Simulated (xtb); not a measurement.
xtb 6.7.1, GFN2-xTB: Mo(O)(NMe)(OH)(NMe2) (C[N]=[Mo](=[O])([OH])[N](C)C), 18 atoms. The geometry is a generated start, not checked to be a minimum at this level.

```
Item                                                                                                            Value
------------------------  -------------------------------------------------------------------------------------------
method                                                                                                       GFN2-xTB
--acc                                                                                                     1 (default)
--etemp (K)                                                                                             300 (default)
detailed input (--input)  none: ANC optimiser, Lindh (1995) Hessian, microcycle=20, maxdispl=1.0, hlow=0.01 (default)
basis functions                                                                                                    48
valence electrons                                                                                                  50
```

```xyz
18

Mo     0.2340     1.1339    -0.2589
O      1.7022     1.7435     0.1955
N      0.3006     0.2140    -1.7309
C      0.6269    -0.3484    -2.9875
H      1.0160    -1.3660    -2.8642
H     -0.2493    -0.3953    -3.6458
H      1.4039     0.2485    -3.4848
O     -1.1045     2.3639    -0.2706
H     -1.6120     3.1471    -0.5021
N     -0.2314    -0.1803     1.0533
C      0.0074     0.1671     2.4437
C     -0.5191    -1.5983     0.9303
H     -0.8572    -0.1060     3.0653
H      0.8927    -0.3605     2.8351
H      0.1738     1.2468     2.5274
H      0.3224    -2.2032     1.3087
H     -1.4178    -1.8657     1.5051
H     -0.6886    -1.8410    -0.1196
```

Charge 0 and multiplicity 1 are set for this test and not shown to be the ground state.

The structure is relaxed from this start with --opt LEVEL for the levels crude, sloppy, loose, lax, normal, tight, vtight, extreme, once each. Up to the end of the extreme run atoms move by at most 0.29 Å along an axis.

Problem. Which level is enough to come within 1 meV of the tightest end point?

Solution. tight: 19 cycles against 51, ending 0.50 meV above.

```csv
level,cycles,energy above the extreme run (meV),gradient norm (eV/Å)
crude,1,3.8,0.18
sloppy,1,3.8,0.18
loose,1,3.8,0.18
lax,4,2.2,0.086
normal,7,1.3,0.018
tight,19,0.50,0.012
vtight,44,0.018,0.0023
extreme,51,—,0.0016
```
